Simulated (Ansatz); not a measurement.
**Carrier properties of Si (Fd-3m)**

Here is the system:

```
Si
1.0
    0.00000     2.71683     2.71683
    2.71683     0.00000     2.71683
    2.71683     2.71683     0.00000
Si
2
Cartesian
  0.00000   0.00000   0.00000
  1.35841   1.35841   1.35841
```

These are PBE with spin-orbit coupling, rigid bands (plane waves, PAW; Ansatz, a program for electronic structure) values and carry that method's errors. How the cell was made: cell and atoms relaxed with PBEsol.

* **band gap**: 0.56 eV
* **electron conductivity mass (300 K, dilute)**: 0.29 mₑ
* **hole conductivity mass (300 K, dilute)**: 0.36 mₑ
* **effective density of states N_c (300 K)**: 3.1e19 cm⁻³
* **effective density of states N_v (300 K)**: 2.2e19 cm⁻³
* **density-of-states mass, electrons**: 1.15 mₑ
* **density-of-states mass, holes**: 0.93 mₑ
* **Seebeck coefficient, n-type 1e19 cm⁻³, 300 K**: -311 μV/K
* **Seebeck coefficient, p-type 1e19 cm⁻³, 300 K**: 317 μV/K
* **best p-type power factor at 300 K for τ = 10 fs (best axis; densities from 1e16 to 1e21 cm⁻³ tried, whether or not they can be reached)**: 16.0 μW/(cm·K²) at 1e20 cm⁻³

Rigid bands; masses and Seebeck coefficients take one relaxation time τ for all states and one kind of carrier; polarons and phonon drag are left out. Geometry: cell and atoms relaxed with PBEsol.
